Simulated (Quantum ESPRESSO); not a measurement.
**σyy against uniaxial strain in fcc Ir (space group 225): C12 (Quantum ESPRESSO, PBEsol)**

```
Ir
1.0
    0.00000     1.91535     1.91535
    1.88662     0.00000     1.91535
    1.88662     1.91535     0.00000
Ir
1
Cartesian
  0.00000   0.00000   0.00000
```

Level of theory: PBEsol, GBRV 1.5 ultrasoft (PBESOL) pseudopotentials (plane waves; Quantum ESPRESSO). Settings: ecutwfc = 52 Ry; ecutrho = 416 Ry; occupations = smearing; smearing = fermi-dirac; degauss = 0.0036749 Ry; potentials = {Ir: ir_pbesol_v1.2.uspp.F.UPF}; K_POINTS = automatic 38 38 38 0 0 0; conv_thr = 1e-10 Ry. The cell above is the first row's. The rows stretch one cube axis (x) by the strain ε and hold the other two. Stress is positive in tension. In all rows the k mesh is held.

| ε (%) | σyy (GPa) |
|---|---|
| -1.5 | -3.43 |
| -1.0 | -2.00 |
| -0.5 | -0.63 |
| 0.0 | 0.68 |
| 0.5 | 1.94 |
| 1.0 | 3.14 |
| 1.5 | 4.30 |
| 2.0 | ? |

Taking a parabola for σyy over the 7 complete rows: Least squares gives σyy = 0.681 + 2.5743·ε - 0.1095·ε². Residuals (row less fit): -0.003, 0.003, 0.004, -0.001, -0.001, -0.006, 0.004; standard error 0.004 (degrees of freedom: 4). The slope at ε = 0, 2.5743 GPa per cent, gives C12 ≈ 100 × 2.5743 = 257 GPa, for the static lattice.

Problem. What does the fit predict for σyy at ε = 2.0, and how far is the calculated value from it?

Solution. σyy = 0.681 + 2.5743 × 2.0 - 0.1095 × 2.0² = 5.392 GPa. The calculation gives 5.42 GPa, 0.028 GPa above the prediction (0.3 % of the range of σyy in the table). The row lies outside the fitted rows, so this is an extrapolation. From the scatter of the fitted rows alone, a prediction at this place has a standard error of 0.008 GPa, so the miss is 3.4 times that.

Carrying the step between the two nearest rows on in a straight line would have given 5.46, off by 0.04; series whose last step already gives the withheld value aren't shown. The reference cell has the volume at which an earlier scan in this program and functional put its minimum by a fit. The unstrained cell stands at a pressure of -0.68 GPa, and the constants belong to that pressure. Spin polarisation is off. Spin-orbit coupling is off. Without a gap such slopes are sensitive to mesh and smearing. Cutoffs and mesh are single choices, not tested for convergence of this quantity. Series with a scatter that would blur these digits, or in which a gap closes, are not shown. Strain series were run only where this level's volume lies within 10 % of a first guess from the measured size.

Terms beyond the fitted order, or numerical noise in single rows, can give a miss of this size; the table doesn't tell which.
